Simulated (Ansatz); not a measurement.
Functionals compared on a constructed model of the (000-1) surface of wurtzite GaN, N-terminated, 2x2 Ga adatom at T1 (bottom of the slab: 3 H on 4 bottom sites), in Ansatz (plane waves, PAW). The structure was relaxed with PBE; the other rows are single points on it. Cutoff 420 eV (500 eV for r2SCAN).

Slab: 44 atoms, 14.8 Å thick at the start with caps and adatoms; k 4x4x1, smearing 0.025 eV, dipole-corrected; 8 atoms held, the rest relaxed; held to the start's symmetry, so lower structures may exist; no spin (in PBE a spin-polarised start ends 0.24 eV a cell lower), no spin-orbit, no U. The slab shows no gap on its mesh. In PBE it lies 0.40 eV a 1x1 cell over the lowest computed structure of the same composition (2x2 Ga adatom at H3). These notes are the PBE run's.

```csv
functional,work function of the top face (eV),rough cost of the single point
PBE,5.37,–
r2SCAN,5.65,about 4 core-minutes (a rough figure)
```

Ansatz is a first-principles code.
